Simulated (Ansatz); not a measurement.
Start from a 12-atom supercell of Ca in the fcc (Cu type) structure (space group Fm-3m, No. 225) at its relaxed geometry.

```
Ca
1.0
    0.00000     5.52650     5.52650
    5.52650    -5.52650     5.52650
    5.52650     5.52650     0.00000
Ca
12
Cartesian
  0.00000   0.00000   0.00000
  2.76325   2.76325   0.00000
  2.76325   0.00000   2.76325
  5.52650   2.76325   2.76325
  5.52650   0.00000   5.52650
  8.28975   2.76325   5.52650
  0.00000   2.76325   2.76325
  2.76325   5.52650   2.76325
  2.76325   2.76325   5.52650
  5.52650   5.52650   5.52650
  5.52650   2.76325   8.28975
  8.28975   5.52650   8.28975
```

The values are results of plane-wave PAW DFT at the PBE level (Ansatz, a quantum-chemistry and plane-wave program, 420 eV), scalar-relativistic without spin-orbit coupling, not measurements.

For the base:

| Item | Result |
|---|---|
| Pressure | 0.0 GPa |

One thing is altered: one H atom is added in an open site, starting 2.76 Å from the nearest host atom, atoms relaxed at fixed cell, starting from a slightly rattled geometry.

Problem. What happens to the pressure?

Solution. The pressure goes from zero to -0.4 GPa.

Problem. What does the calculation give for the final site of the added atom after the change?

Solution. The final site of the added atom comes out as 6 Ca at 2.69–2.72 Å (octahedral).

Problem. Estimate the effect on the largest displacement of a host atom from its site in the perfect cell.

Solution. The largest displacement of a host atom from its site in the perfect cell amounts to 0.06 Å.

In so small a cell the defect repeats every few ångströms: this is an ordered compound, not a dilute defect. The final runs are not spin-polarised. The defect cell is not spin-polarised.
